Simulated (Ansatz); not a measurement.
Amorphous Zr₂₀O₄₁Na₂, 63 atoms at 5.16 g/cm³, one PBE-relaxed geometry, zone centre. Methods: PBE, scalar-relativistic without spin-orbit coupling (Ansatz, a program for electronic structure); r2SCAN, scalar-relativistic without spin-orbit coupling (Ansatz); HSE06, scalar-relativistic without spin-orbit coupling (Ansatz). Plane waves to 420 eV (r2SCAN 500 eV); exact exchange is cut at the cell's faces. At PBE the levels at the filled edge of the gap are localised (band-tail or defect states), and the nearest spread-out levels lie 4.0 eV apart at the zone centre. All rungs ran without spin polarisation.

It comes from a melt-quench run on a machine-learned potential (CHGNet), relaxed afterwards by DFT. O atoms were pushed apart under 1.9 Å during the dynamics, to hinder bonds among them. The hot cell started wider than the set density and was brought back towards it in steps. It is the lowest in DFT energy of 2 quenches. It is a model cell: composition and starting density were chosen by hand, and all elements were melted together. No dispersion term was used. Its density started from a set value of 5.16 and ended at 5.16 g/cm³. Cooling (nominally 450 K/ps over its main leg) ran many orders faster than in experiment, which tends to leave more defects and strain. A cell of this size samples the disorder only roughly. The volume was held where the preparation left it and the shape relaxed, at a PBE pressure of 2.7 GPa. Stress components on the final sampling reach 2.8 GPa.

The relaxation ran on the zone centre alone. At PBE the level gap is 3.35 eV on a 2×2×2 Γ-centred mesh, and the spacing at the zone centre alone 3.42 eV.

Task: What zone-centre spacing does r2SCAN give, roughly?

Result: 3.84 eV (+0.42 eV against PBE).

Task: What zone-centre spacing does HSE06 give, roughly?

Result: 4.88 eV (+1.46 eV against PBE).

The highest filled and the lowest empty state spread over these numbers of atoms (participation numbers): PBE: 6.1 and 19.8; r2SCAN: 5.8 and 18.4; HSE06: 5.5 and 20.8.
